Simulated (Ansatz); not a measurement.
**Response to strain in Ru**

Start from Ru in the hcp (Mg type) structure (space group P6_3/mmc, No. 194; a = 2.706 Å, c = 4.265 Å; relaxed with 0.1 eV smearing). Axes: x lies along a and z along c of the hexagonal cell.

Strains are applied to the cell and any free atomic positions relax; under biaxial strain the out-of-plane vector relaxes too.

All numbers come from r2SCAN (Ansatz, a program for electronic structure, PAW, no SOC), earlier PAW set.

Notes on the quantities. pressure: mean of the normal stresses, compression positive.

| case | space group | shortest interatomic distance | pressure |
|---|---|---|---|
| base | P6_3/mmc (No. 194) | 2.643 Å | 0.0 GPa |
| biaxial strain −4.59 %, plane normal [001], relaxed out of plane | P6_3/mmc (No. 194) | (withheld) | (withheld) |
| biaxial strain −2.48 %, plane normal [001], relaxed out of plane | P6_3/mmc (No. 194) | 2.638 Å | 13.5 GPa |
| biaxial strain −0.47 %, plane normal [001], relaxed out of plane | P6_3/mmc (No. 194) | 2.644 Å | 2.3 GPa |
| biaxial strain +1.38 %, plane normal [001], relaxed out of plane | P6_3/mmc (No. 194) | 2.643 Å | -5.9 GPa |
| isotropic strain +5.56 % | P6_3/mmc (No. 194) | 2.790 Å | -36.8 GPa |
| uniaxial strain ε_xx = −1.29 % | Cmcm (No. 63) | 2.636 Å | 4.5 GPa |
| uniaxial strain ε_yy = −5.91 % | Cmcm (No. 63) | 2.587 Å | 24.6 GPa |
| uniaxial strain ε_yy = −0.62 % | Cmcm (No. 63) | 2.639 Å | 2.1 GPa |
| tensor shear ε_yz = +1.56 % | C2/m (No. 12) | 2.606 Å | 0.3 GPa |

Task: Some entries are withheld; estimate them.

Result: 
- biaxial strain −4.59 %, plane normal [001], relaxed out of plane, shortest interatomic distance: 2.581 Å
- biaxial strain −4.59 %, plane normal [001], relaxed out of plane, pressure: 28.3 GPa

No phonon test of stability was made. The final runs are not spin-polarised.
